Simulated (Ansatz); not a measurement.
Take B in the bcc (W type) structure (space group Im-3m, No. 229; a hypothetical phase, not in the database extracts checked) as the base.

```xyz
1
Lattice="-1.1485 1.1485 1.1485 1.1485 -1.1485 1.1485 1.1485 1.1485 -1.1485" Properties=species:S:1:pos:R:3 pbc="T T T"
B      0.0000     0.0000     0.0000
```

Levels (all Ansatz, an electronic-structure program, PAW): PBEsol (420 eV, spin-orbit coupling left out); r2SCAN (500 eV, spin-orbit coupling left out).

The geometry is relaxed with PBEsol.

```
Property           Value
---------------  -------
PBEsol pressure  0.0 GPa
```

Task: How does going to r2SCAN change the pressure?

Result: The pressure goes from zero to -1.1 GPa.

Single points use the geometry relaxed with PBEsol. Their cutoffs differ, which shifts pressures a little. Whether these cells are dynamically stable was not tested.
